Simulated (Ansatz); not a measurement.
```yaml
crystal:
  lattice:
    - [7.66235, -0.00299, -0.14641]
    - [3.82950, 6.63178, -0.31105]
    - [-1.43091, 0.76906, 24.22542]
  atoms:
    - { symbol: Si, position: [0.21187, 0.51489, 0.10117] }
    - { symbol: Si, position: [0.41635, 0.69971, 0.04091] }
    - { symbol: Si, position: [0.26830, 0.09841, 0.10091] }
    - { symbol: Si, position: [0.84866, 0.31509, 0.04050] }
    - { symbol: Si, position: [0.79994, 0.74811, 0.04072] }
    - { symbol: Si, position: [0.62767, 0.15483, 0.10066] }
    - { symbol: N, position: [0.36903, 0.25623, 0.10076] }
    - { symbol: N, position: [0.68658, 0.58714, 0.03178] }
    - { symbol: N, position: [0.35984, 0.63049, 0.10179] }
    - { symbol: N, position: [0.34534, 0.95204, 0.04256] }
    - { symbol: N, position: [0.00472, 0.24524, 0.10140] }
    - { symbol: N, position: [0.66906, 0.24211, 0.04180] }
    - { symbol: N, position: [0.05291, 0.56893, 0.04278] }
    - { symbol: N, position: [0.74407, 0.89141, 0.10145] }
    - { symbol: Si, position: [0.24176, 0.51908, 0.22261] }
    - { symbol: Si, position: [0.45521, 0.69640, 0.16184] }
    - { symbol: Si, position: [0.29457, 0.10168, 0.22246] }
    - { symbol: Si, position: [0.87354, 0.32819, 0.16157] }
    - { symbol: Si, position: [0.82307, 0.74702, 0.16170] }
    - { symbol: Si, position: [0.65885, 0.15468, 0.22232] }
    - { symbol: N, position: [0.39837, 0.25851, 0.22267] }
    - { symbol: N, position: [0.71666, 0.59043, 0.15863] }
    - { symbol: N, position: [0.39614, 0.62691, 0.22241] }
    - { symbol: N, position: [0.35004, 0.95726, 0.16224] }
    - { symbol: N, position: [0.03218, 0.25584, 0.22213] }
    - { symbol: N, position: [0.71772, 0.22325, 0.16192] }
    - { symbol: N, position: [0.08405, 0.59147, 0.16236] }
    - { symbol: N, position: [0.76685, 0.89240, 0.22219] }
    - { symbol: Si, position: [0.27032, 0.52160, 0.34354] }
    - { symbol: Si, position: [0.48550, 0.69658, 0.28288] }
    - { symbol: Si, position: [0.32375, 0.10355, 0.34342] }
    - { symbol: Si, position: [0.90330, 0.33209, 0.28264] }
    - { symbol: Si, position: [0.84988, 0.75013, 0.28276] }
    - { symbol: Si, position: [0.68811, 0.15712, 0.34330] }
    - { symbol: N, position: [0.42748, 0.26078, 0.34400] }
    - { symbol: N, position: [0.74615, 0.59291, 0.28218] }
    - { symbol: N, position: [0.42456, 0.62921, 0.34339] }
    - { symbol: N, position: [0.37780, 0.95846, 0.28299] }
    - { symbol: N, position: [0.06178, 0.25772, 0.34311] }
    - { symbol: N, position: [0.74904, 0.22450, 0.28278] }
    - { symbol: N, position: [0.11185, 0.59595, 0.28306] }
    - { symbol: N, position: [0.79583, 0.89523, 0.34318] }
    - { symbol: Si, position: [0.30007, 0.52556, 0.46462] }
    - { symbol: Si, position: [0.51476, 0.69904, 0.40386] }
    - { symbol: Si, position: [0.35053, 0.10672, 0.46449] }
    - { symbol: Si, position: [0.93185, 0.33462, 0.40356] }
    - { symbol: Si, position: [0.87905, 0.75202, 0.40371] }
    - { symbol: Si, position: [0.71839, 0.15737, 0.46433] }
    - { symbol: N, position: [0.45693, 0.26332, 0.46755] }
    - { symbol: N, position: [0.77524, 0.59520, 0.40351] }
    - { symbol: N, position: [0.45589, 0.63049, 0.46426] }
    - { symbol: N, position: [0.40676, 0.96131, 0.40399] }
    - { symbol: N, position: [0.08954, 0.26229, 0.46380] }
    - { symbol: N, position: [0.77746, 0.22683, 0.40376] }
    - { symbol: N, position: [0.14144, 0.59785, 0.40405] }
    - { symbol: N, position: [0.82354, 0.89650, 0.46391] }
    - { symbol: Si, position: [0.32472, 0.53900, 0.58568] }
    - { symbol: Si, position: [0.54593, 0.69895, 0.52552] }
    - { symbol: Si, position: [0.37377, 0.10575, 0.58548] }
    - { symbol: Si, position: [0.96175, 0.33890, 0.52500] }
    - { symbol: Si, position: [0.90522, 0.75542, 0.52524] }
    - { symbol: Si, position: [0.75719, 0.15429, 0.58526] }
    - { symbol: N, position: [0.48691, 0.26686, 0.59443] }
    - { symbol: N, position: [0.80458, 0.59754, 0.52542] }
    - { symbol: N, position: [0.50450, 0.61164, 0.58435] }
    - { symbol: N, position: [0.42950, 0.96238, 0.52475] }
    - { symbol: N, position: [0.12073, 0.28472, 0.58339] }
    - { symbol: N, position: [0.81372, 0.22337, 0.52437] }
    - { symbol: N, position: [0.16881, 0.60862, 0.52478] }
    - { symbol: N, position: [0.82790, 0.90206, 0.58352] }
    - { symbol: Al, position: [0.05716, 0.40865, 0.65450] }
    - { symbol: Al, position: [0.63898, 0.57069, 0.65639] }
    - { symbol: Al, position: [0.19728, 0.69527, 0.67650] }
    - { symbol: Al, position: [0.79968, 0.82676, 0.65502] }
    - { symbol: Al, position: [0.38037, 0.97051, 0.67817] }
    - { symbol: Al, position: [0.92319, 0.14976, 0.67720] }
    - { symbol: Al, position: [0.49903, 0.27064, 0.67812] }
    - { symbol: Al, position: [0.56568, 0.04154, 0.76842] }
    - { symbol: Al, position: [0.12528, 0.18807, 0.76691] }
    - { symbol: Al, position: [0.69773, 0.34049, 0.76605] }
    - { symbol: Al, position: [0.25999, 0.46941, 0.76634] }
    - { symbol: Al, position: [0.83311, 0.62060, 0.76509] }
    - { symbol: Al, position: [0.41248, 0.74653, 0.76582] }
    - { symbol: Al, position: [0.97814, 0.90012, 0.76589] }
    - { symbol: Al, position: [0.04756, 0.66473, 0.85948] }
    - { symbol: Al, position: [0.60851, 0.81181, 0.85773] }
    - { symbol: Al, position: [0.19608, 0.95261, 0.86048] }
    - { symbol: Al, position: [0.76029, 0.10718, 0.86037] }
    - { symbol: Al, position: [0.34064, 0.23195, 0.86100] }
    - { symbol: Al, position: [0.91286, 0.38351, 0.85973] }
    - { symbol: Al, position: [0.47465, 0.51359, 0.86007] }
    - { symbol: Al, position: [0.53492, 0.28246, 0.96971] }
    - { symbol: Al, position: [0.11673, 0.44500, 0.97169] }
    - { symbol: Al, position: [0.67466, 0.58274, 0.94808] }
    - { symbol: Al, position: [0.25055, 0.70335, 0.94913] }
    - { symbol: Al, position: [0.79316, 0.88370, 0.94813] }
    - { symbol: Al, position: [0.37359, 0.02708, 0.97101] }
    - { symbol: Al, position: [0.97635, 0.15836, 0.94976] }
```

The first 70 atoms are the substrate (Si3N4-b), the rest the film (Al).

Calculation: PBE (plane waves to 420 eV, PAW; Ansatz, a program for electronic structure). No spin–orbit coupling; the runs are not spin-polarised; PBE gaps are too small against experiment. Its k-point mesh 4×4×1, Fermi–Dirac width 0.05 eV.

**Question.** Describe the bonding at the interfaces and give the barriers.

**Answer.** A periodic stack without vacuum, fcc Al (1 1 1) on beta Si3N4 (0 0 1) (film strained to the substrate, faces as cut): substrate slab Si30N40, film Al28, surface cells [[0, 1], [-1, 0]] and [[1, -3], [3, -2]], film strained by +1.3 and +1.3 %, faces NSi/NSi and Al/Al as cut (like faces can put a slab off its formula).
- interface area: 50.9 Å²
- period: 24.21 Å
- gaps between the outermost planes at the two interfaces: 1.45 and 1.45 Å
- Al–N contacts across the interfaces within 1.22 times the sum of covalent radii: 8, mean 1.94 Å
- Al–Si contacts across the interfaces within 1.22 times the sum of covalent radii: 6, mean 2.49 Å
- hole barrier (PBE): 1.04 eV
- electron barrier (PBE): 3.22 eV
